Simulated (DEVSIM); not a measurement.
Device: Al/TiO2/n-In0.53Ga0.47As capacitor, at 300 K.

Layer 1 from the left is TiO2, thickness (nm) 2.40. Layer 2 from the left is In0.53Ga0.47As, thickness (nm) 1900, Nd (cm⁻³) 8.8e16.

Metal gate on the left, work function 4.1 eV. Fixed charge at the semiconductor interface -8e11 cm⁻² (in units of +e); no interface traps.

This is a model device: material constants are rounded textbook-type values typed into the input, and sizes, dopings and lifetimes were drawn at random. Values at 300 K.

TiO2: gap (eV) 3.2, affinity (eV) 3.9, permittivity 60. In0.53Ga0.47As: gap (eV) 0.74, affinity (eV) 4.51, permittivity 13.9, Nc (cm⁻³) 2.1e17, Nv (cm⁻³) 7.7e18.

Model (solved in DEVSIM): 1D Poisson equation in equilibrium, Boltzmann statistics, complete ionisation; no quantum confinement or tunnelling. Metal contacts follow the ideal Schottky-Mott rule: no Fermi-level pinning, no interface dipoles.

**Question.** What does the simulation give for the minimum of the low-frequency capacitance?

**Answer.** minimum of the low-frequency capacitance 0.137 μF/cm².
